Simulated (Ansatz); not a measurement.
Start from MoSi2 (space group Fddd, No. 70; a = 4.607 Å, b = 8.057 Å, c = 8.762 Å; a hypothetical phase, not in the database extracts checked).

(Cell as relaxed with PBE.)

Levels (all Ansatz, a first-principles code, PAW): PBE (420 eV, no SOC); PBEsol (420 eV, scalar-relativistic without spin-orbit coupling).

Each level relaxes its own structure.

```json
[
 {"quantity": "volume per atom", "PBE": "13.55 Å³", "PBEsol": "13.23 Å³"},
 {"quantity": "space group", "PBE": "Fddd (No. 70)", "PBEsol": "Fddd (No. 70)"},
 {"quantity": "band gap", "PBE": "zero", "PBEsol": "zero"}
]
```

PBE's volume per atom lies 0.32 Å³ above PBEsol's (2.5 %); the two agree on the space group and band gap. Neither level is exact; PBEsol is the comparison here, not a measurement.

Stability against distortions was not tested. All final runs are without spin polarisation.
